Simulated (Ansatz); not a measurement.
The reference is MoS$_{2}$ (space group R3m, No. 160; a = 3.175 Å, c = 18.586 Å (hexagonal axes); layered, stacked along the Cartesian z axis).

Computed with r2SCAN+rVV10 (Ansatz, a first-principles code, PAW, scalar-relativistic without spin-orbit coupling), earlier PAW set.

Before the change:

The gap between the host's bands is 1.02 eV. The gap character is indirect, T → k = (0.143, 0.476, -0.191) in the run's primitive reciprocal basis.

The change: 0.162 holes added to each cell, a density of 3.0×10^21 cm⁻³, with a uniform compensating background at fixed cell and a 300 K Fermi–Dirac width.

Question: What does the calculation give for the Fermi level from band edge, gap between the host's bands and gap character after the change?

Answer: The Fermi level relative to the doped band's edge (positive inside the band; to 0.05 eV) amounts to +0.80 eV; the gap between the host's bands shrinks by 0.058 eV (1.02 eV → 0.97 eV); the gap character remains indirect, T → k = (0.143, 0.476, -0.191) in the run's primitive reciprocal basis.

Charged cell with a jellium background: band edges are those of the host's band count, energies are not comparable with the neutral cell, and many-body gap narrowing is missing. Semilocal Kohn–Sham gaps tend to fall short of experiment. Stability against distortions was not tested.
